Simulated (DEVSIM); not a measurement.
Structure: Pd/SiON/p-Si capacitor, at 300 K.

Layer 1 from the left is SiON, thickness (nm) 4.80. Layer 2 from the left is Si, thickness (nm) 17000, Na (cm⁻³) 1.2e15.

Metal gate on the left, work function 5.2 eV. Fixed charge at the semiconductor interface 3.3e11 cm⁻² (in units of +e); no interface traps.

Constants are typed, rounded textbook-type inputs, not results; the design itself was drawn at random and stands for no fabricated device. Values at 300 K.

SiON: gap (eV) 7, affinity (eV) 1.4, permittivity 5.5. Si: gap (eV) 1.124, affinity (eV) 4.05, permittivity 11.7, Nc (cm⁻³) 2.86e19, Nv (cm⁻³) 3.1e19.

### Question
Estimate by hand the flat-band voltage, the threshold voltage, and compare with a numerical solution.

### Answer

- Flat-band voltage: C = 1.01 μF/cm², work-function difference 0.289 V; VFB = φms − qNf/C = 0.24 V; numerical 0.24 V.
- Threshold voltage: φF = 0.300 V, depletion charge √(4εqNφF) = 1.55e-8 C/cm²; VT = VFB + 2φF + Qd/C = 0.85 V; numerical 0.85 V.

DEVSIM, 1D Poisson equation in equilibrium, Boltzmann statistics, complete ionisation; no quantum confinement or tunnelling. Metal contacts follow the ideal Schottky-Mott rule: no Fermi-level pinning, no interface dipoles.
